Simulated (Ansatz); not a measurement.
**Zn2SnO4 (model structure, started from the spinel type, Fd-3m, No. 227, 14 atoms in the cell)**

All values below come from dielectric-dependent PBEsol hybrid in Ansatz (PAW).

Settings: plane-wave cutoff 460 eV, 4×4×4 k mesh, Fermi–Dirac smearing 0.01 eV, scalar-relativistic PAW data made under PBE.

Cell (relaxed with PBEsol):

```cif
data_O32Sn8Zn16
_chemical_formula_sum 'Zn16 Sn8 O32'
_space_group_name_H-M_alt 'Fd-3m :1'
_space_group_IT_number 227
_space_group_name_Hall 'F 4d 2 3 -1d'
_cell_length_a 8.63578
_cell_length_b 8.63578
_cell_length_c 8.63578
_cell_angle_alpha 90.000
_cell_angle_beta 90.000
_cell_angle_gamma 90.000
loop_
_atom_site_label
_atom_site_type_symbol
_atom_site_symmetry_multiplicity
_atom_site_Wyckoff_symbol
_atom_site_fract_x
_atom_site_fract_y
_atom_site_fract_z
_atom_site_occupancy
Zn1 Zn 16 c 0.12500 0.12500 0.12500 1
Sn1 Sn 8 b 0.50000 0.50000 0.50000 1
O1 O 32 e 0.36750 0.36750 0.36750 1
```
(The calculation used a cell of 14 atoms; values per cell refer to that cell.)

| Item | Result |
|---|---|
| band gap | 2.11 eV (on the SCF k mesh) |

Note: the relaxation could raise the start's symmetry but not lower it, so the cell can be a saddle point; cell and atoms aren't relaxed at this level (pressure -3.6 GPa).

Spin–orbit coupling is not included.

Computed values are for the static lattice.

Cost on a shared machine: around 10 core-minutes (rough).

A model structure was made by putting elements into a prototype or built by hand; it is no filed structure, need not be a known phase, and can be a saddle point held by its symmetry.

Ansatz is a program for electronic structure.
